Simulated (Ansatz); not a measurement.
# How the volume per atom of GeS (model structure, started from the NiAs type, P6₃/mmc, No. 194, 4 atoms in the cell) moves with the method

No measured value is used here.

```tsv
level (code)	value (Å³/atom)
PBE (Ansatz)	___
PBEsol (Ansatz)	19.41
PBE-D3(BJ) (Ansatz)	19.71
```

### Question
Complete the blanks.

### Answer

- PBE (Ansatz, a program for electronic structure), value (Å³/atom): 20.68

PBE-D3(BJ): a distance lies near a switch of the dispersion term, which can move the cell. Ansatz's density-functional and Hartree–Fock values are scalar-relativistic unless marked +SOC, with PAW data made under PBE.

A model structure was made by putting elements into a prototype or built by hand; it is no filed structure, need not be a known phase, and can be a saddle point held by its symmetry.
